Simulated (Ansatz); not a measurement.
The starting structures come from a database of crystals and need not be the phases stable at ambient conditions.

Data:

```xyz
9
Lattice="7.1955 0.0000 0.0000 0.0000 10.1760 0.0000 3.5978 5.0880 3.5978" Properties=species:S:1:pos:R:3 pbc="T T T"
Tl     3.5978     2.5440     0.0000
Tl     3.5978     7.6320     0.0000
Te     0.0000     0.0000     0.0000
Cl     5.4041     5.0880     1.7915
Cl     5.3892    10.1760     1.8063
Cl     1.8063    10.1760     1.8063
Cl     8.9870     5.0880     1.7915
Cl     0.0000     2.5545     0.0000
Cl     0.0000     7.6215     0.0000
```

Space group of this cell: Fm-3m. The cell was relaxed by PBE-D3(BJ).

Transport runs along the normal of the first two printed cell vectors, the (110) plane of the conventional cell.

No gap correction and no spin-orbit coupling; mid-gap values are interpolated between computed energies.

Question: Estimate the band gap and the smallest decay constant κ at mid-gap that r2SCAN (Ansatz, a program for electronic structure) returns for this system.

Answer: Gap 2.68 eV on a 8×8×8 mesh; κ = 0.297 1/Å, at (0.500, 0.500) of the in-plane reciprocal vectors. At the zone centre, at the nearest computed energy, the slowest state has κ = 0.33 1/Å.
